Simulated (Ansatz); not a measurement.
**WSi2: pressure 30 GPa**

Start from WSi$_{2}$ (space group I4/mmm, No. 139; a = 3.2292 Å, c = 7.8673 Å).

It is then changed as follows: a hydrostatic pressure of 30 GPa.

Method: PBE, PAW, 420 eV (Ansatz, a quantum-chemistry and plane-wave program; scalar-relativistic without spin-orbit coupling). k-mesh 20×20×20 (Γ-centred); smearing 0.05 eV (Fermi–Dirac).

```csv
quantity,base,changed,shift
volume per atom,13.67 Å³,12.26 Å³,-1.41 Å³
density,9.72 g/cm³,10.83 g/cm³,+1.118 g/cm³
lattice parameter a,3.229 Å,3.105 Å,-0.124 Å
c/a ratio,2.436,2.457,+0.021
shortest interatomic distance,2.603 Å,2.534 Å,-0.069 Å
enthalpy H = E + PV relative to the base's energy,–,+2.42 eV/atom,–
band gap,zero,zero,–
```

Final structure:

```
CELL_PARAMETERS angstrom
     -1.55262     1.55262     3.81486
      1.55262    -1.55262     3.81486
      1.55262     1.55262    -3.81486
ATOMIC_POSITIONS crystal
  W  0.00000 0.00000 0.00000
  Si 0.33292 0.33292 0.00000
  Si 0.66708 0.66708 0.00000
```

Load acts through the strain it causes; cell and atoms are relaxed under it. No phonon test of stability was made. Competing high-pressure phases were not computed. The final runs are not spin-polarised.
